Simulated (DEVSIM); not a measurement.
Device: abrupt Si p-n junction, at 400 K.

| layer (left to right) | material | thickness (μm) | Nd (cm⁻³) | Na (cm⁻³) | τn (s) | τp (s) |
|---|---|---|---|---|---|---|
| 1 | Si | 0.270 | - | 4.4e17 | 1.1e-6 | 1.1e-6 |
| 2 | Si | 120 | 1.6e15 | - | 1.1e-6 | 1.1e-6 |

Left contact: ohmic. Right contact: ohmic. Voltage is applied to the left contact. Recombination: SRH at mid-gap, radiative. Mobility is constant in doping. Where it depends on doping, it is μmin + (μ − μmin)/(1 + (N/Nref)^α).

This is a model device: material constants are rounded textbook-type values typed into the input, and sizes, dopings and lifetimes were drawn at random. Values at 300 K; Nc and Nv go as T^1.5, mobilities as T to minus their exponent, the gap by Varshni's rule with the affinity fixed. The table also holds parameters that only a changed run uses.

```tsv
parameter	Si
gap (eV)	1.124
affinity (eV)	4.05
permittivity	11.7
Nc (cm⁻³)	2.86e19
Nv (cm⁻³)	3.1e19
μn (cm²/Vs)	1417
μp (cm²/Vs)	470
μn,min	52
μp,min	45
Nref,n	9.7e16
Nref,p	2.2e17
αn	0.68
αp	0.72
T exponent of μn	2.3
T exponent of μp	2.2
B (cm³/s)	4.7e-15
Cn (cm⁶/s)	2.8e-31
Cp (cm⁶/s)	9.9e-32
Varshni α (eV/K)	0.000473
Varshni β (K)	636
```

DEVSIM, 1D drift-diffusion, Boltzmann statistics, complete ionisation; no tunnelling, impact ionisation, image-force lowering or self-heating.

Base results: potential step across the device at zero bias (V) 0.583; largest field in the device at zero bias (V/cm) 43000; dark forward voltage at 1 A/cm² (V) 0.427.

Q: What follows from this one change: doping Nd of layer 2 1.6e+15 → 4.8e+16 cm^-3?

A: potential step across the device at zero bias 0.583 → 0.700 V; largest field in the device at zero bias 43000 → 93000 V/cm; dark forward voltage at 1 A/cm² 0.427 → 0.394 V.

Q: What follows from this one change: thickness of layer 2 120 → 42 μm?

A: potential step across the device at zero bias little changed (0.583 V); largest field in the device at zero bias little changed (43000 V/cm); dark forward voltage at 1 A/cm² 0.427 → 0.388 V.

Q: What follows from this one change: thickness of layer 1 0.27 → 0.095 μm?

A: potential step across the device at zero bias little changed (0.583 V); largest field in the device at zero bias little changed (43000 V/cm); dark forward voltage at 1 A/cm² 0.427 → 0.405 V.

Q: What follows from this one change: doping-dependent mobility in place of the constant one?

A: potential step across the device at zero bias little changed (0.583 V); largest field in the device at zero bias little changed (43000 V/cm); dark forward voltage at 1 A/cm² 0.427 → 0.445 V.
